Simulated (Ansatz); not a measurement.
Results of PBEsol-D3(BJ) (plane waves, PAW; Ansatz, a program for electronic structure) for MgZn₂ (P6₃/mmc, No. 194).

Settings: plane-wave cutoff 520 eV, 12×12×8 k mesh (along the axes of the cell as run), Fermi–Dirac smearing 0.05 eV, scalar-relativistic PAW data made under PBE.

Shape and atoms are relaxed at each volume.

Pressure at four volumes; x = ln(V/15.107 Å³). One pressure is withheld.

```tsv
V (Å³/atom)	x	P (GPa)
14.502	-0.0409	?
14.805	-0.0202	1.78
15.107	0.0000	0.00
15.711	0.0392	-3.01
```

Problem. Pass a parabola P(x) through the three rows shown, estimate the bulk modulus and its pressure derivative near zero pressure, and predict the withheld pressure.

Solution. Slopes between the rows: (0.00 − (1.78))/(0.0000 − (-0.0202)) = -88.12 and (-3.01 − (0.00))/(0.0392 − (0.0000)) = -76.79 GPa. Their difference over the span 0.0594 is c = 11.33/0.0594 = 190.7 GPa, so P(x) = 1.78 + (-88.12)(x − (-0.0202)) + 190.7 (x − (-0.0202))(x − (0.0000)). At the middle row B = −dP/dx = −[-88.12 + 190.7 × 0.0202] = 84.3 GPa, and B′ = dB/dP = 2c/B = 4.5. At x = -0.0409 the parabola gives 3.77 GPa; the run gives 3.79 GPa. The Birch–Murnaghan fit to the energies at all volumes has B0 = 84.2 GPa and B′ = 4.8.

Note: the volume lies 10 % below that of the published cell; the bulk modulus comes from volumes at which shape and atoms were relaxed.
